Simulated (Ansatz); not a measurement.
## Pressure series in Hf3N4

Take Hf3N4 (space group Fd-3m, No. 227; a cell from a computed database, its experimental status unchecked) as the base.

```
CELL_PARAMETERS angstrom
      0.00000     4.50215     4.50215
      4.50215     0.00000     4.50215
      4.50215     4.50215     0.00000
ATOMIC_POSITIONS crystal
  Hf 0.12500 0.12500 0.62500
  Hf 0.12500 0.62500 0.12500
  Hf 0.12500 0.12500 0.12500
  Hf 0.62500 0.12500 0.12500
  Hf 0.75000 0.75000 0.75000
  Hf 0.50000 0.50000 0.50000
  N  0.36726 0.36726 0.89821
  N  0.88274 0.35179 0.88274
  N  0.36726 0.36726 0.36726
  N  0.35179 0.88274 0.88274
  N  0.36726 0.89821 0.36726
  N  0.88274 0.88274 0.35179
  N  0.89821 0.36726 0.36726
  N  0.88274 0.88274 0.88274
```

Cell and atoms are relaxed at each pressure.

Level of theory: PBEsol, PAW, 420 eV (Ansatz, a quantum-chemistry and plane-wave program; without spin-orbit coupling).

```json
[
 {"variant": "base", "volume per atom": "13.04 Å³", "smallest direct gap": "0.93 eV"},
 {"variant": "pressure −2 GPa", "volume per atom": "13.15 Å³", "smallest direct gap": "0.95 eV"},
 {"variant": "pressure −1 GPa", "volume per atom": "13.09 Å³", "smallest direct gap": "0.94 eV"},
 {"variant": "pressure 0.3 GPa", "volume per atom": "13.02 Å³", "smallest direct gap": "0.93 eV"},
 {"variant": "pressure 0.7 GPa", "volume per atom": "13.00 Å³", "smallest direct gap": "0.93 eV"},
 {"variant": "pressure 1.5 GPa", "volume per atom": "12.95 Å³", "smallest direct gap": "0.92 eV"},
 {"variant": "pressure 3 GPa", "volume per atom": "12.87 Å³", "smallest direct gap": "0.91 eV"},
 {"variant": "pressure 5 GPa", "volume per atom": "12.77 Å³", "smallest direct gap": "0.89 eV"},
 {"variant": "pressure 7.5 GPa", "volume per atom": "12.64 Å³", "smallest direct gap": "0.87 eV"},
 {"variant": "pressure 10 GPa", "volume per atom": "12.52 Å³", "smallest direct gap": "0.85 eV"}
]
```

With Hf present, leaving out spin-orbit coupling can change the band edges. Load acts through the strain it causes; cell and atoms are relaxed under it. No phonon test of stability was made. Competing high-pressure phases were not computed.
